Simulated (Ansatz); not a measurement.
# Effect of Sr → Gd on Sr

The reference is Sr in the fcc (Cu type) structure (space group Fm-3m, No. 225; a = 6.101 Å).

The change: every Sr is replaced by Gd; the structure is relaxed again.

All numbers come from r2SCAN (Ansatz, an electronic-structure program), no spin-orbit coupling. Settings: 16×16×16 k-points, 0.05 eV Fermi–Dirac smearing, for the changed cell.

The volume per atom falls by 22.16 Å³ (56.77 Å³ → 34.61 Å³) and the density rises by 4.98 g/cm³, from 2.56 g/cm³ to 7.54 g/cm³. The space group stays Fm-3m (No. 225) and the shortest interatomic distance decreases by 65.6 pm to 365.8 pm. The band gap stays zero and the magnetic state becomes ferromagnetic (base: not spin-polarised). The largest site moment goes from zero to 7.68 μB.

Final structure:

```
CELL_PARAMETERS angstrom
      0.00000     2.58657     2.58657
      2.58657     0.00000     2.58657
      2.58657     2.58657     0.00000
ATOMIC_POSITIONS crystal
  Gd 0.00000 0.00000 0.00000
```

The magnetic state is the one reached from the starting moments; the real material's order can differ, and small cells can't hold many antiferromagnetic ones. The state of the 4f shell was not checked for lower solutions. Stability against distortions was not tested. For Gd in this form, whether it has been made was not checked. This is not the structure that Gd has at room temperature and ambient pressure.
